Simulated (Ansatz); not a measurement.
hcp Dy, treated with LDA (PAW; Ansatz, an electronic-structure program).

Settings: plane-wave cutoff 520 eV, 18×18×10 k mesh (along the axes of the cell as run), Fermi–Dirac smearing 0.05 eV, spin-polarised with parallel moments, scalar-relativistic PAW data made under PBE.

Starting structure:

```
CELL_PARAMETERS angstrom
      3.59000     0.00000     0.00000
     -1.79500     3.10903     0.00000
      0.00000     0.00000     5.65000
ATOMIC_POSITIONS crystal
  Dy 0.66667 0.33333 0.75000
  Dy 0.33333 0.66667 0.25000
```

Question: Into what structure does the relaxation of cell and atoms lead at this level, with the symmetry of the start kept?

Answer: The volume decreases by 14 %; final space group P6_3/mmc.
```
CELL_PARAMETERS angstrom
      3.39827     0.00000     0.00000
     -1.69913     2.94298     0.00000
      0.00000     0.00000     5.45209
ATOMIC_POSITIONS crystal
  Dy 0.66667 0.33333 0.75000
  Dy 0.33333 0.66667 0.25000
```

Note: the 4f shell is treated without U or exact exchange, so its levels and filling can be wrong; the collinear magnetic order is the start's and need not be the measured one.
